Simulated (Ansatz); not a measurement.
Take MoP in the CsCl type structure (space group Pm-3m, No. 221; a = 2.975 Å; a hypothetical phase, not in the database extracts checked; relaxed with 0.1 eV smearing) as the base. Axes: x, y, z lie along the cube axes.

Computed with plane-wave PAW DFT at the PBEsol level (Ansatz, a quantum-chemistry and plane-wave program, 420 eV), without spin-orbit coupling.

Base values:

The shortest interatomic distance comes out as 257.7 pm.

Modification: the cell is stretched by 1.97 % along x with no lateral relaxation, atoms relaxed at fixed cell.

Problem. What happens to the energy relative to the base, stress and shortest interatomic distance?

Solution. The energy rises by 7.4 meV/atom; the stress (xx, yy, zz, yz, xz, xy; compression positive) comes out as (-8.9, -2.6, -2.6, 0.0, 0.0, 0.0) GPa; the shortest interatomic distance grows by 1.7 pm (257.7 pm → 259.4 pm).

The cells carry an imposed strain or load. Stability against distortions was not tested. The final runs are not spin-polarised. An odd electron count without spin: MoP.
